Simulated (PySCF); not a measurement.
PySCF 2.14.0, PBE0/def2-svpd, df: Si(H)3(Cl) ([SiH3]Cl), 5 atoms. The geometry is a generated start, not checked to be a minimum at this level.

```json
{
 "task": "energy",
 "method": "pbe0",
 "basis": "def2-svpd",
 "two_electron_scheme": "density fitting",
 "mol.max_memory": "3000 MB",
 "mf.max_cycle": "100",
 "mf.DIIS": "CDIIS (default)",
 "mf.conv_tol": "1e-09 (default)",
 "mf.grids.level": "3 (default)",
 "basis_functions": "75",
 "grid_points": "67488"
}
```

```xyz
5

Si    -0.1309    -0.0034    -0.0072
Cl     1.8770     0.0530     0.0700
H     -0.5189    -0.9854    -1.0131
H     -0.6064     1.3280    -0.3602
H     -0.6208    -0.3922     1.3105
```

With the defaults (mf.diis = true, newton = off, mf.damp = 0, mf.diis_start_cycle = 1, mf.level_shift = 0, mf.diis_damp = 0, mf.init_guess = minao, mf.diis_space = 8) it converges in 10 Fock builds. One run each on 2 threads, 1 BLAS thread, with these changes:…
- mf.diis_space = 5
- newton = Hessian by the SCF's own integrals
- mf.init_guess = 1e
- mf.init_guess = sap
- mf.level_shift = 0.1 Hartree
- mf.diis = false, mf.damp = 0.7, mf.diis_start_cycle = 999
- mf.diis = false
- mf.init_guess = mod_huckel
- mf.diis_damp = 0.3

Problem. Name the settings that don't reach the solution of the defaults.

Solution. No convergence: mf.diis = false (the run ends without SCF convergence in 100 cycles). The rest reach the solution of the defaults.

```json
[
 {"setting": "the defaults", "Fock builds": "10", "end": "same solution"},
 {"setting": "mf.level_shift = 0.1 Hartree", "Fock builds": "10", "end": "same solution"},
 {"setting": "mf.diis_damp = 0.3", "Fock builds": "10", "end": "same solution"},
 {"setting": "mf.init_guess = sap", "Fock builds": "10", "end": "same solution"},
 {"setting": "mf.init_guess = mod_huckel", "Fock builds": "10", "end": "same solution"},
 {"setting": "mf.diis_space = 5", "Fock builds": "10", "end": "same solution"},
 {"setting": "mf.init_guess = 1e", "Fock builds": "14", "end": "same solution"},
 {"setting": "newton = Hessian by the SCF's own integrals", "Fock builds": "21", "end": "same solution"},
 {"setting": "mf.diis = false, mf.damp = 0.7, mf.diis_start_cycle = 999", "Fock builds": "26", "end": "same solution"},
 {"setting": "mf.diis = false", "Fock builds": "101", "end": "no convergence"}
]
```

Under newton the count holds the products with the orbital Hessian.
